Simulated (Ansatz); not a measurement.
Consider this model of amorphous Zr20O43Y2.

```xyz
65
Lattice="9.1301 -0.2200 -0.0876 -0.2200 9.7554 -0.0728 -0.0876 -0.0728 9.5022" Properties=species:S:1:pos:R:3 pbc="T T T"
Zr     6.1191     4.7148     1.4530
Zr     0.3190     3.9168     2.4486
Zr     7.5296     6.3955     7.6816
Zr     0.2321     8.6921     5.1338
Zr     4.8967     3.6132     7.1856
Zr     0.4895     9.6542     8.3861
Zr     2.7096     6.4658     2.7537
Zr     3.1727     6.9492     6.9339
Zr     3.0887     0.6127     6.0082
Zr     1.4527     4.5603     8.9568
Zr     3.9851     1.7274     0.2090
Zr     5.6565     8.8296     3.9506
Zr     7.2474     5.3455     4.5973
Zr     6.0858     0.1740     7.7811
Zr     7.8218     2.8868     8.7366
Zr     1.6553     0.1950     2.3026
Zr     4.9831     7.7646     0.8149
Zr     7.5721     0.9467     1.8497
Zr     4.5273     2.6065     3.4094
Zr     8.4340     1.8536     5.8149
O      9.0558    -0.1991     0.8764
O      4.4115     5.8872     1.7517
O      4.5104     9.4544     9.3202
O      6.5271     8.8223     1.9774
O      6.6272     6.5301     0.4364
O      6.2798     7.0224     4.2800
O      3.1614     3.4638     8.5627
O      8.4283     4.9000     8.8328
O      6.6303     2.2778     6.7509
O      4.5581     9.1964     5.7767
O      2.0145     9.6627     4.2552
O      1.6117     5.7644     7.3275
O      4.6862     3.2078     1.4710
O      4.1590     8.1574     2.7844
O      0.2193     1.7586     2.9296
O      5.9390     3.9110     8.8939
O      0.6121     3.0865     0.4709
O      8.0781     5.3791     2.5951
O      6.0489     1.2562     3.4400
O     -0.1004     8.5291     3.2626
O      4.3410     1.4673     7.6024
O      7.8271    -0.1011     5.1859
O      1.9370     8.6616     6.9576
O      2.2233     4.2798     3.3302
O      1.8232     8.0090     1.6902
O      8.7977     3.6066     4.5535
O      0.9863     0.8874     6.3647
O      1.3142     5.5362     1.3057
O      3.3830     1.2937     2.2816
O      6.6106     1.3802     0.0551
O      6.5694     4.9564     6.4893
O      0.2704     3.3206     7.2641
O      7.5301     3.1059     1.5291
O      2.2212     0.7672     0.0897
O     -0.1406     7.7863     8.6481
O      3.9094     5.0966     6.2713
O      6.2918     8.0030     7.6839
O      3.5219     2.5389     5.2772
O      8.1849     0.7699     7.8591
O      3.8036     6.8647     8.7370
O      2.2120     6.6475     4.7165
O      8.4932     6.7217     5.8200
O      5.7989     4.2119     3.6178
Y      1.8450     4.4465     5.4895
Y      8.7057     7.1781     1.2876
```

The numbers are results of PBE, scalar-relativistic without spin-orbit coupling (plane waves to 420 eV, PAW; Ansatz, a first-principles code), not measurements.

It comes from a melt-quench run on a machine-learned potential (CHGNet), relaxed afterwards by DFT. O atoms were pushed apart under 1.9 Å during the dynamics, to hinder bonds among them. The hot cell started wider than the set density and was brought back towards it in steps. It is the lowest in DFT energy of 2 quenches. It is a model cell: composition and starting density were chosen by hand, and all elements were melted together. No dispersion term was used. Its density started from a set value of 5.28 and ended at 5.28 g/cm³. Cooling (nominally 450 K/ps over its main leg) ran many orders faster than in experiment, which tends to leave more defects and strain. One small periodic cell is one sample of the glass; other quenches scatter about these values. The volume was held where the preparation left it and the shape relaxed, at a PBE pressure of -1.4 GPa (tension). Stress components on the final sampling reach 1.4 GPa. On a 2×2×2 Γ-centred mesh force components of up to 0.14 eV/Å stay, since the relaxation ran on the zone centre alone.

Cut-offs for bonds: Zr-Zr 3.41 Å, Zr-O 2.68 Å, Zr-Y 3.58 Å, O-O 1.58 Å, O-Y 2.82 Å, Y-Y 3.74 Å. Two cations that share two anions don't count as bonded, nor two that share one unless they lie closer than Zr-Zr 3.32 Å, Zr-Y 3.48 Å, Y-Y 3.64 Å.

Give the coordination numbers, mean bond lengths and angles.


- Mean coordination of Zr by anions: 6.30 (2 with 5, 11 with 6, 6 with 7, 1 with 8)
- Mean coordination of O: 3.28 (3 with 2, 25 with 3, 15 with 4)
- Mean coordination of Y by anions: 7.50 (1 with 7, 1 with 8)
- Mean Zr-O bond: 2.166 Å (spread 0.133 Å, 126 counted)
- Mean O-Y bond: 2.403 Å (spread 0.161 Å, 15 counted)
- Bond angle at Zr: mean 102.2°, spread 29.3°
- Bond angle at O: mean 112.6°, spread 18.6°
- Bond angle at Y: mean 100.7°, spread 31.3°

List the pairs of like atoms that count as bonded by the rules above.

There are none by these rules.
